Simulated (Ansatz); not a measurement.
An Ansatz (a first-principles code) input (plane-wave PAW DFT at the PBEsol level (Ansatz, 420 eV), scalar-relativistic without spin-orbit coupling):

Ansatz 0.2 input:
```yaml
crystal:
  lattice:
    - [4.26970303, 0, 0]
    - [0, 6.0382719324, 0]
    - [0, 0, 25.6742575751]
  atoms:
    - { symbol: Ag, position: [0.75, 0.5, 0.2921213974] }
    - { symbol: Ag, position: [0.25, 0.75, 0.2921213974] }
    - { symbol: Ag, position: [1.25, 1, 0.3752728384] }
    - { symbol: Ag, position: [0.75, 1.25, 0.3752728384] }
    - { symbol: Ag, position: [1.75, 1.5, 0.4584242795] }
    - { symbol: Ag, position: [1.25, 1.75, 0.4584242795] }
    - { symbol: Ag, position: [2.25, 2, 0.5415757205] }
    - { symbol: Ag, position: [1.75, 2.25, 0.5415757205] }
    - { symbol: Ag, position: [2.75, 2.5, 0.6247271616] }
    - { symbol: Ag, position: [2.25, 2.75, 0.6247271616] }
    - { symbol: Ag, position: [3.25, 3, 0.7078786026] }
    - { symbol: Ag, position: [2.75, 3.25, 0.7078786026] }
basis: { ecutwfc: 420, ecutrho_ratio: 4, xc_grid: 2, fft_grid_basis: typed }
kpoints: { mp_grid: { grid: [11, 8, 1] } }
hamiltonian:
  xc: pbesol
  dispersion: none
  pseudopotentials: { kind: paw }
scf: { occupations: { method: fermi_dirac, width: 0.05 }, convergence: { dr2_threshold: 0.0000000012 } }
relax: { f_tol: 0.01, max_steps: 50 }
output: { forces: true, stress: true }
checkpoint: { write: state.ck, write_every: 1000 }
```

Problem. Which symmetry and how many k-points will the program report, and about how many plane waves at Γ?

Solution. Space group Pmna (ITA 53) with 8 operations, k-points 30 of 88, and 12931 plane waves at Γ.

Whether these cells are dynamically stable was not tested. The cell was made from Ag in the diamond structure (space group Fd-3m, No. 227; a hypothetical phase, not in the database extracts checked) by this change: a free-standing slab of 6 layers (12 atoms, 2 a layer) is cut normal to [110], with 15 Å of vacuum and the in-plane cell held at bulk.
